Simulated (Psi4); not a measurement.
Psi4 1.11, R2SCAN/def2-svp: Si(Me)(Vi)2(OEt) (C=C[Si](C)(C=C)OCC), 23 atoms. The geometry is a generated start, not checked to be a minimum at this level.

| Quantity | Result |
|---|---|
| task | gradient |
| method | r2scan |
| basis | def2-svp |
| memory | 7 GB |
| scf_type | df (default) |
| guess | auto, which took SAD (default) |
| diis_max_vecs | 10 (default) |
| scf_initial_accelerator | adiis (default) |
| e_convergence | 1e-08 (default) |
| d_convergence | 1e-08 (default) |
| basis functions (reference run) | 200 |
| grid points (reference run) | 4105243 |

```xyz
23

C     -2.3588     2.4510    -0.0185
C     -1.0984     2.0637    -0.1193
Si    -0.5515     0.2634    -0.1151
C     -1.1338    -0.6842    -1.6677
C     -1.1599    -0.6369     1.4432
C     -1.3225    -1.9461     1.5585
O      1.0750     0.4340    -0.0928
C      2.0448    -0.5746    -0.0237
C      3.4289     0.0523    -0.0941
H     -3.1643     1.7398     0.0786
H     -2.6526     3.4900    -0.0206
H     -0.3287     2.8181    -0.2102
H     -0.7438    -1.6981    -1.6815
H     -2.2162    -0.7488    -1.7167
H     -0.7935    -0.1868    -2.5715
H     -1.3590    -0.0253     2.3164
H     -1.1483    -2.6160     0.7315
H     -1.6415    -2.4158     2.4776
H      1.9067    -1.2780    -0.8538
H      1.9231    -1.1316     0.9139
H      3.5459     0.5827    -1.0355
H      4.1933    -0.7156    -0.0187
H      3.5547     0.7629     0.7198
```
Charge 0, spin multiplicity 1.

The reference run has dft_radial_points = 200, dft_spherical_points = 974, dft_pruning_scheme = none (default); it is not itself proven converged. Single runs; times are not shown.

Settings tried, all else as in the reference:
- dft_radial_points = 99, dft_spherical_points = 590, dft_pruning_scheme = treutler
- dft_radial_points = 25, dft_spherical_points = 50
- dft_radial_points = 150, dft_spherical_points = 770
- dft_radial_points = 50, dft_spherical_points = 194
- dft_radial_points = 75 (default), dft_spherical_points = 302 (default)
- dft_radial_points = 99, dft_spherical_points = 590
- dft_radial_points = 75 (default), dft_spherical_points = 434
- dft_radial_points = 35, dft_spherical_points = 110
- dft_radial_points = 75 (default), dft_spherical_points = 302 (default), dft_pruning_scheme = treutler
- dft_radial_points = 99, dft_spherical_points = 590, dft_pruning_scheme = robust
- dft_radial_points = 75 (default), dft_spherical_points = 302 (default), dft_pruning_scheme = robust

Task: Which settings reproduce the reference to 10 meV/atom in energy, 100 meV/Å in forces (largest component)?

Result: Within it: dft_radial_points = 150, dft_spherical_points = 770; dft_radial_points = 99, dft_spherical_points = 590; dft_radial_points = 99, dft_spherical_points = 590, dft_pruning_scheme = robust; dft_radial_points = 75 (default), dft_spherical_points = 434; dft_radial_points = 75 (default), dft_spherical_points = 302 (default); dft_radial_points = 75 (default), dft_spherical_points = 302 (default), dft_pruning_scheme = robust; dft_radial_points = 99, dft_spherical_points = 590, dft_pruning_scheme = treutler; dft_radial_points = 75 (default), dft_spherical_points = 302 (default), dft_pruning_scheme = treutler; dft_radial_points = 35, dft_spherical_points = 110; dft_radial_points = 50, dft_spherical_points = 194. Outside: dft_radial_points = 25, dft_spherical_points = 50.

| setting | grid points | energy against the reference | difference in forces (largest component) |
|---|---|---|---|
| the reference | 4105243 | — | — |
| dft_radial_points = 150, dft_spherical_points = 770 | 2451487 | +0.0019 meV/atom | 0.79 meV/Å |
| dft_radial_points = 99, dft_spherical_points = 590 | 1244711 | +0.013 meV/atom | 5.4 meV/Å |
| dft_radial_points = 99, dft_spherical_points = 590, dft_pruning_scheme = robust | 864963 | +0.013 meV/atom | 5.7 meV/Å |
| dft_radial_points = 75 (default), dft_spherical_points = 434 | 697410 | −0.16 meV/atom | 23 meV/Å |
| dft_radial_points = 75 (default), dft_spherical_points = 302 (default) | 485560 | −0.12 meV/atom | 24 meV/Å |
| dft_radial_points = 75 (default), dft_spherical_points = 302 (default), dft_pruning_scheme = robust | 330682 | −0.12 meV/atom | 24 meV/Å |
| dft_radial_points = 99, dft_spherical_points = 590, dft_pruning_scheme = treutler | 639195 | +0.21 meV/atom | 29 meV/Å |
| dft_radial_points = 75 (default), dft_spherical_points = 302 (default), dft_pruning_scheme = treutler | 263890 | +0.037 meV/atom | 40 meV/Å |
| dft_radial_points = 35, dft_spherical_points = 110 | 84455 | +0.60 meV/atom | 61 meV/Å |
| dft_radial_points = 50, dft_spherical_points = 194 | 211592 | +1.6 meV/atom | 63 meV/Å |
| dft_radial_points = 25, dft_spherical_points = 50 | 27503 | +25 meV/atom | 690 meV/Å |

Total energies are compared; such shifts often cancel in part in energy differences. The gradients leave out the derivatives of the grid weights. The tolerance is a choice made for this comparison.
